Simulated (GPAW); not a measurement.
Band structure of BaSr3 (Fm-3m, 4 atoms in the cell).

```
CELL_PARAMETERS angstrom
      0.00000     4.83359     4.83359
      4.83359     0.00000     4.83359
      4.83359     4.83359     0.00000
ATOMIC_POSITIONS crystal
  Ba 0.00000 0.00000 0.00000
  Sr 0.25000 0.25000 0.25000
  Sr 0.75000 0.75000 0.75000
  Sr 0.50000 0.50000 0.50000
```

Computed with PBEsol, GPAW PAW datasets PBEsol (made by gpaw-setup) (plane waves; GPAW).

Settings: mode = pw; ecut = 550 eV; xc = PBEsol; kpts = 8 8 8; mesh shift (steps) = 0 0 0; occupations.name = fermi-dirac; occupations.width = 0.1 eV; nbands = -12; symmetry.symmorphic = false; symmetry.tolerance = 0.0005; maxiter = 150; bandpath_npoints = 40.

The starting cell comes from a database of computed structures (which also holds hypothetical and non-ambient phases and stackings), without a prior relaxation at this level. Its lattice was rescaled by a random factor within 2.5 % of one.

Levels in eV from the Fermi level, bands 17 to 24:
```
point     17     18     19     20    21    22    23    24
-----  -----  -----  -----  -----  ----  ----  ----  ----
Γ      -3.43  -0.23  -0.23   0.16  0.16  0.16  0.64  0.64
X      -1.63  -1.52  -1.12  -0.71  0.49  0.49  1.02  1.06
W      -1.44  -1.31  -1.31  -0.95  0.51  0.66  0.66  0.96
K      -1.58  -1.38  -1.32  -0.62  0.29  0.75  0.79  0.95
L      -1.99  -1.94  -0.01  -0.01  0.44  0.44  0.58  0.59
U      -1.58  -1.38  -1.32  -0.62  0.29  0.75  0.79  0.95
```

Bands cross the Fermi level along this path, so the cell is metallic at this level.
